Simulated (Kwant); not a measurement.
Model system: Aharonov-Bohm ring in a GaAs two-dimensional gas. Effective mass 0.067 mₑ, grid spacing 17 nm, hard walls, nominal width 200 nm (11 grid rows, so walls 204 nm apart), one parabolic valley, scattering region 1400 nm long along x; energies count from the band bottom; Fermi energy 0.00093 eV. Ring of mean radius 410 nm, arms as wide as the leads. Perpendicular field swept from 0 to 0.023 T, none in the leads; orbital effect alone.

Constants are typed, rounded textbook-type inputs, not results; the design itself was drawn at random and stands for no fabricated device.

Model: effective-mass tight-binding model on a square grid, one spin, coherent transport at 0 K (Kwant). Conductance is in e²/h.

Density of the scattering states that come in from the left lead, at field = 0.011629 T, in bins, relative to the largest site value (x marks bins outside the device):

```
|xxxxxxxxxxxxxxx.::-=---:::.  xxxxxxxxxxxxxxx|
|xxxxxxxxxxxx ..=#=--.::....--.. xxxxxxxxxxxx|
|xxxxxxxxxxx -+-:.. .-=-==::..:--.xxxxxxxxxxx|
|xxxxxxxxx  .-:.:-+=-=--===#=:..==. xxxxxxxxx|
|xxxxxxxx .-..=**-:.  xx  .:-**: :+- xxxxxxxx|
|xxxxxxxx :::===: xxxxxxxxxx :==: +*.xxxxxxxx|
|xxxxxxx -:.+%-  xxxxxxxxxxxx  -#- -=.xxxxxxx|
|xxxxxx :=.-+: xxxxxxxxxxxxxxxx :=:.+=.xxxxxx|
|xxxxxx :=.=%:xxxxxxxxxxxxxxxxxx.*+.-- xxxxxx|
|:-++.++:+=-*.xxxxxxxxxxxxxxxxxx ==:::.......|
|=*-#.#@:-=+=xxxxxxxxxxxxxxxxxxxx=@-.-::.....|
|+%*@-%@.----xxxxxxxxxxxxxxxxxxxx-*:...::----|
|-=#*:##.-=-= xxxxxxxxxxxxxxxxxx :=:.:--:::::|
|xxxxxx .-.:=.xxxxxxxxxxxxxxxxxx --..:.xxxxxx|
|xxxxxx .: :=. xxxxxxxxxxxxxxxx :-..=- xxxxxx|
|xxxxxxx :. -=:  xxxxxxxxxxxx  .-. :- xxxxxxx|
|xxxxxxxx . .--:. xxxxxxxxxx .::: =+.xxxxxxxx|
|xxxxxxxx  . .-=-:    xx   .:=-. .-: xxxxxxxx|
|xxxxxxxxx  . ...::::.:::--=-.. :=. xxxxxxxxx|
|xxxxxxxxxxx .=-.  ...=-:-:.  ::. xxxxxxxxxxx|
|xxxxxxxxxxxx ..:=-.:...   .  .. xxxxxxxxxxxx|
|xxxxxxxxxxxxxxx .::-:::.. .  xxxxxxxxxxxxxxx|
```
Scale: ten equal steps from 0.012 (start of ' ') to 0.727 (end of '@'), in the order ' .:-=+*#%@'; x runs from -681 to 681, y from -471 (bottom) to 471 (top).

The conductance there is 1.10 e²/h with 2 open channel(s) in the leads.
